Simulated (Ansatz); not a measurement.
# Computed paths: La-vacancy pair in rock-salt ZrN, neutral cell

Consider La-vacancy pair (La on one host Zr site, one Zr site vacant) in rock-salt ZrN, neutral cell. All values below come from PBE, PAW (plane waves to 420 eV; Ansatz, an electronic-structure program).

Settings: 64 host sites, the relaxed PBE lattice, a 2×2×2 k-point mesh shifted by half a step, smearing 0.10 eV, spin-restricted, no image-charge correction. Energies are static. Spin-orbit coupling is left out. Forms of the defect that were not tried may lie lower.

Barriers: single points on a 3×3×3 k-point mesh shifted by half a step at the bands' geometries (they differ from the bands' own by up to 0.14 eV, and are uncertain by about as much).

| Route | Start site over the lowest site run (eV) | Hop (Å) | Forward barrier (eV) | Backward barrier (eV) | Neighbours at the start | Neighbours at the saddle | Saddle order | Forward, on the band's own sampling (eV) |
|---|---|---|---|---|---|---|---|---|
| the La atom itself jumps into the vacancy (La-vacancy distance between ideal sites 3.25 Å throughout) | 0.00 | 2.99 | 2.98 | 2.98 | 2 N at 2.39, 2 N at 2.43, 2 N at 2.49 Å | 2 N at 2.16, 2 N at 2.78, 2 N at 2.80 Å | not checked, on a symmetry element | 2.84 |

Paths come from CI-NEB runs.  A band can be held on a symmetry element, so unchecked saddle points there may be too high.
